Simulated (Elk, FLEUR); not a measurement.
A FLEUR input for a self-consistent single point of YCu2Ge2 (I4/mmm, 5 atoms in the cell) (DFT, PBEsol, all-electron FLAPW (FLEUR), scalar-relativistic valence):

Input of the input generator:

```
Y(CuGe)2 FLAPW
&input film=f /
-1.9594500000 1.9594500000 4.9946980000
1.9594500000 -1.9594500000 4.9946980000
1.9594500000 1.9594500000 -4.9946980000
1.8897261246
1.0 1.0 1.0

5
39 0.0000000000 0.0000000000 0.0000000000
29 0.7500000000 0.2500000000 0.5000000000
29 0.2500000000 0.7500000000 0.5000000000
32 0.6193400000 0.6193400000 0.0000000000
32 0.3806600000 0.3806600000 0.0000000000

&comp jspins=1 /
&exco xctyp='PBEs' /
&kpt div1=7 div2=7 div3=7 /
&end /
```

```xml
<?xml version="1.0" encoding="UTF-8" standalone="no"?>
<fleurInput fleurInputVersion="0.39">
   <comment>
      Y(CuGe)2 FLAPW                                                                                      
   </comment>
   <calculationSetup>
      <cutoffs Kmax="3.8" Gmax="11.4" GmaxXC="11.4" numbands="0"/>
      <scfLoop itmax="100" minDistance="0.00001" maxIterBroyd="15" imix="Anderson" alpha="0.05" precondParam="0.0" spinf="2.0"/>
      <coreElectrons ctail="T" frcor="F" kcrel="0" coretail_lmax="0"/>
      <xcFunctional name="PBEs" relativisticCorrections="F"/>
      <magnetism jspins="1"/>
      <soc l_soc="F" theta="0.0" phi="0.0" spav="F"/>
      <expertModes spex="0" secvar="F"/>
      <geometryOptimization l_f="T" forcealpha="1.0" forcemix="BFGS" epsdisp="0.00001" epsforce="0.00001"/>
      <ldaU l_linMix="F" mixParam="0.05" spinf="1.0"/>
   </calculationSetup>
   <cell>
      <bzIntegration valenceElectrons="61.0" mode="hist" fermiSmearingEnergy="0.00367493">
         <kPointListSelection listName="default-1"/>
         <!-- k-points included here -->
         <xi:include xmlns:xi="http://www.w3.org/2001/XInclude" href="kpts.xml"> </xi:include>
      </bzIntegration>
      <!-- symmetry operations included here -->
      <xi:include xmlns:xi="http://www.w3.org/2001/XInclude" href="sym.xml"> </xi:include>
      <bulkLattice scale="1.0">
         <bravaisMatrix>
            <row-1>   -3.7028238548474697     3.7028238548474697     9.4386112950873695</row-1>
            <row-2>    3.7028238548474697    -3.7028238548474697     9.4386112950873695</row-2>
            <row-3>    3.7028238548474697     3.7028238548474697    -9.4386112950873695</row-3>
         </bravaisMatrix>
      </bulkLattice>
   </cell>
   <atomSpecies>
      <species name="Yttrium (Y)" element="Y" atomicNumber="39">
         <mtSphere radius="2.63" gridPoints="925" logIncrement="0.014"/>
         <atomicCutoffs lmax="10" lnonsphr="8"/>
         <electronConfig flipSpins="F">
            <coreConfig>(1s1/2) (2s1/2) (2p1/2) (2p3/2) (3s1/2) (3p1/2) (3p3/2) (3d3/2) (3d5/2)</coreConfig>
            <valenceConfig>(4s1/2) (4p1/2) (4p3/2) (5s1/2) (4d3/2) (4d5/2)</valenceConfig>
            <stateOccupation state="(4d3/2)" spinUp="0.2" spinDown="0.2"/>
            <stateOccupation state="(4d5/2)" spinUp="0.3" spinDown="0.3"/>
         </electronConfig>
         <energyParameters s="5" p="5" d="4" f="4"/>
         <lo type="SCLO" l="0" n="4" eDeriv="0"/>
         <lo type="SCLO" l="1" n="4" eDeriv="0"/>
      </species>
      <species name="Copper (Cu)" element="Cu" atomicNumber="29">
         <mtSphere radius="2.07" gridPoints="731" logIncrement="0.017"/>
         <atomicCutoffs lmax="8" lnonsphr="6"/>
         <electronConfig flipSpins="F">
            <coreConfig>(1s1/2) (2s1/2) (2p1/2) (2p3/2) (3s1/2) (3p1/2) (3p3/2)</coreConfig>
            <valenceConfig>(4s1/2) (3d3/2) (3d5/2)</valenceConfig>
            <stateOccupation state="(4s1/2)" spinUp="0.5" spinDown="0.5"/>
         </electronConfig>
         <energyParameters s="4" p="4" d="3" f="4"/>
         <lo type="HELO" l="2" n="4" eDeriv="0"/>
      </species>
      <species name="Germanium (Ge)" element="Ge" atomicNumber="32">
         <mtSphere radius="2.07" gridPoints="731" logIncrement="0.017"/>
         <atomicCutoffs lmax="8" lnonsphr="6"/>
         <electronConfig flipSpins="F">
            <coreConfig>(1s1/2) (2s1/2) (2p1/2) (2p3/2) (3s1/2) (3p1/2) (3p3/2)</coreConfig>
            <valenceConfig>(4s1/2) (3d3/2) (3d5/2) (4p1/2) (4p3/2)</valenceConfig>
            <stateOccupation state="(4p1/2)" spinUp="0.3333333333333" spinDown="0.3333333333333"/>
            <stateOccupation state="(4p3/2)" spinUp="0.6666666666667" spinDown="0.6666666666667"/>
         </electronConfig>
         <energyParameters s="4" p="4" d="3" f="4"/>
         <lo type="HELO" l="2" n="4" eDeriv="0"/>
      </species>
   </atomSpecies>
   <atomGroups>
      <atomGroup species="Yttrium (Y)">
         <relPos label="                   1">.0000000000 .0000000000 .0000000000</relPos>
         <force calculate="T" relaxXYZ="TTT"/>
      </atomGroup>
      <atomGroup species="Copper (Cu)">
         <relPos label="                   2">-1.000/4.000 1.000/4.000 1.000/2.000</relPos>
         <relPos label="                   3">1.000/4.000 -1.000/4.000 1.000/2.000</relPos>
         <force calculate="T" relaxXYZ="TTT"/>
      </atomGroup>
      <atomGroup species="Germanium (Ge)">
         <relPos label="                   4">-.3806600000 -.3806600000 .0000000000</relPos>
         <relPos label="                   5">.3806600000 .3806600000 .0000000000</relPos>
         <force calculate="T" relaxXYZ="TTT"/>
      </atomGroup>
   </atomGroups>
   <output dos="F" band="F" slice="F">
      <checks vchk="F" cdinf="F"/>
      <bandDOS minEnergy="-.5*Htr" maxEnergy="0.5*Htr" sigma="0.015" storeEVData="T"/>
      <vacuumDOS vacdos="F" integ="F" star="F" nstars="0" locx1="0.0" locy1="0.0" locx2="0.0" locy2="0.0" nstm="0" tworkf="0.0"/>
      <unfoldingBand unfoldBand="F" supercellX="1" supercellY="1" supercellZ="1"/>
      <plotting iplot="0" polar="F">
         <plot TwoD="T" vec1="  1.0  0.0  0.0" vec2="  0.0  1.0  0.0" vec3="  0.0  0.0  1.0" zero="  0.0  0.0  0.0" file="plot"/>
      </plotting>
      <chargeDensitySlicing numkpt="0" minEigenval="0.0" maxEigenval="0.0" nnne="0" pallst="F"/>
      <specialOutput eonly="F"/>
      <magneticCircularDichroism mcd="F" energyLo="-10.0" energyUp="0.0"/>
   </output>
  <!-- We include the file relax.xml here to enable relaxations (see documentation) -->
  <xi:include xmlns:xi="http://www.w3.org/2001/XInclude" href="relax.xml"> <xi:fallback/> </xi:include>
</fleurInput>
```

Q: Write the same calculation as an input for Elk.

A: This is the input that was run; spellings and numerical settings could be chosen otherwise.

```
tasks
  0

xctype
  22

rgkmax
  8.0

gmaxvr
  16.0

nxlo
  2

lorbcnd
  .true.

rmtscf
  0.89

lmaxi
  3

stype
  3

swidth
  0.00367493

scale
  1.889726125

avec
   -1.9594500000    1.9594500000    4.9946980000
    1.9594500000   -1.9594500000    4.9946980000
    1.9594500000    1.9594500000   -4.9946980000

sppath
  'species/'

atoms
  3   : nspecies
  'Y.in'   : spfname
  1   : natoms; atposl, bfcmt below
  0.0000000000  0.0000000000  0.0000000000    0.0 0.0 0.0
  'Cu.in'   : spfname
  2   : natoms; atposl, bfcmt below
  0.7500000000  0.2500000000  0.5000000000    0.0 0.0 0.0
  0.2500000000  0.7500000000  0.5000000000    0.0 0.0 0.0
  'Ge.in'   : spfname
  2   : natoms; atposl, bfcmt below
  0.6193400000  0.6193400000  0.0000000000    0.0 0.0 0.0
  0.3806600000  0.3806600000  0.0000000000    0.0 0.0 0.0

ngridk
  7 7 7
```

Basis settings and potentials, where a program has them, do not carry over. This input uses DFT, PBEsol, all-electron FP-LAPW, Elk's shipped species files, APW+lo basis with extra local orbitals.

The starting cell comes from a database of computed structures (which also holds hypothetical and non-ambient phases and stackings), without a prior relaxation at this level. Its lattice was rescaled by a random factor within 2.5 % of one. For this run, on top of that: lattice scaled by 0.98.
